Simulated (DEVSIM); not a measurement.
GaAs n-i-p diode

System: GaAs n-i-p diode, at 300 K.

```csv
layer (left to right),material,thickness (μm),Nd (cm⁻³),Na (cm⁻³),τn (s),τp (s)
1,GaAs,0.960,1.3e17,-,2.2e-8,2.2e-8
2,GaAs,0.950,-,1e12,2.2e-8,2.2e-8
3,GaAs,0.580,-,4.6e17,2.2e-8,2.2e-8
```

Left contact: ohmic. Right contact: ohmic. Voltage is applied to the left contact. Recombination: SRH at mid-gap, radiative. Mobility is μmin + (μ − μmin)/(1 + (N/Nref)^α).

The device is made up for the run: typed textbook-type constants, with dimensions and the other settings drawn at random. Values at 300 K.

| parameter | GaAs |
|---|---|
| gap (eV) | 1.424 |
| affinity (eV) | 4.07 |
| permittivity | 12.9 |
| Nc (cm⁻³) | 4.7e17 |
| Nv (cm⁻³) | 9e18 |
| μn (cm²/Vs) | 8500 |
| μp (cm²/Vs) | 400 |
| μn,min | 500 |
| μp,min | 20 |
| Nref,n | 6e16 |
| Nref,p | 1.5e17 |
| αn | 0.39 |
| αp | 0.38 |
| B (cm³/s) | 2e-10 |

DEVSIM, 1D drift-diffusion, Boltzmann statistics, complete ionisation; no tunnelling, impact ionisation, image-force lowering or self-heating.

```
Item                                             Value
---------------------------------------------  -------
Potential step across the device at zero bias  1.314 V
Dark forward voltage at 1 A/cm²                1.035 V
Dark forward voltage at 100 A/cm²              1.164 V
```

Dark forward current:

```csv
V (V),J (A/cm²)
-0.05,-1.0e-10
-0.15,-1.1e-9
-0.25,-8.4e-9
-0.35,-6.6e-8
-0.40,-1.8e-7
-0.50,-1.5e-6
-0.60,-1.2e-5
-0.70,-0.00011
-0.80,-0.0011
-0.90,-0.015
-0.95,-0.066
-1.05,-1.6
-1.15,-60
-1.25,-2200
```

Small-signal capacitance in reverse bias (quasi-static):

```json
[
 {"V (V)": "0.4", "C (nF/cm²)": "12.2"},
 {"V (V)": "1", "C (nF/cm²)": "12.0"},
 {"V (V)": "2", "C (nF/cm²)": "11.8"},
 {"V (V)": "3", "C (nF/cm²)": "11.7"},
 {"V (V)": "4", "C (nF/cm²)": "11.6"},
 {"V (V)": "6", "C (nF/cm²)": "11.4"},
 {"V (V)": "8", "C (nF/cm²)": "11.2"},
 {"V (V)": "10", "C (nF/cm²)": "11.1"},
 {"V (V)": "13", "C (nF/cm²)": "10.9"},
 {"V (V)": "16", "C (nF/cm²)": "10.7"},
 {"V (V)": "20", "C (nF/cm²)": "10.4"}
]
```
